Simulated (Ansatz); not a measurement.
Take Ga2O3 in the corundum structure (space group R-3c, No. 167) as the base.

```yaml
crystal:
  lattice:
    - [2.50017, 1.44347, 4.48293]
    - [-2.50017, 1.44347, 4.48293]
    - [0.00000, -2.88695, 4.48293]
  atoms:
    - { symbol: Ga, position: [0.64430, 0.64430, 0.64430] }
    - { symbol: Ga, position: [0.14430, 0.14430, 0.14430] }
    - { symbol: Ga, position: [0.35570, 0.35570, 0.35570] }
    - { symbol: Ga, position: [0.85570, 0.85570, 0.85570] }
    - { symbol: O, position: [0.75000, 0.44721, 0.05279] }
    - { symbol: O, position: [0.05279, 0.75000, 0.44721] }
    - { symbol: O, position: [0.25000, 0.55279, 0.94721] }
    - { symbol: O, position: [0.55279, 0.94721, 0.25000] }
    - { symbol: O, position: [0.94721, 0.25000, 0.55279] }
    - { symbol: O, position: [0.44721, 0.05279, 0.75000] }
```

Cartesian axes are those of the cell as printed.

Method: PBEsol (Ansatz, an electronic-structure program, PAW, no spin-orbit coupling).

Base values:

| Property | Value |
|---|---|
| Band gap | 2.70 eV |
| Pressure | 0.00 GPa |
| Gap character | indirect, Γ–S₀ (50 % along) → Γ |

It is then changed as follows: compressive biaxial strain of 0.75 % in the plane normal to [001], as in epitaxy on a mismatched substrate; the out-of-plane cell vector and the atoms relax.

Predict the new band gap, pressure and gap character.

The band gap grows by 0.11 eV to 2.81 eV; the pressure (mean of the normal stresses, compression positive) goes from zero to 2.36 GPa; the gap character remains indirect, Γ–S₀ (50 % along) → Γ.

Stability against distortions was not tested.
